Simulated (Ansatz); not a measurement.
**HfGe2 (model structure, from the fluorite type, Fm-3m, No. 225): properties by level of theory**

```csv
level (code),equilibrium lattice constant a (Å),formation enthalpy (eV/atom)
PBE (Ansatz),6.448,[?]
PBEsol (Ansatz),6.354,0.094
PBE-D3(BJ) (Ansatz),[?],[?]
```

### Question
What belongs in the gaps?

### Answer

- PBE (Ansatz, a quantum-chemistry and plane-wave program), formation enthalpy (eV/atom): 0.118
- PBE-D3(BJ) (Ansatz), equilibrium lattice constant a (Å): 6.377
- PBE-D3(BJ) (Ansatz), formation enthalpy (eV/atom): 0.106

Ansatz's density-functional and Hartree–Fock values are scalar-relativistic unless marked +SOC, with PAW data made under PBE.

A model structure was made by putting elements into a prototype or built by hand; it is no filed structure, need not be a known phase, and can be a saddle point held by its symmetry.
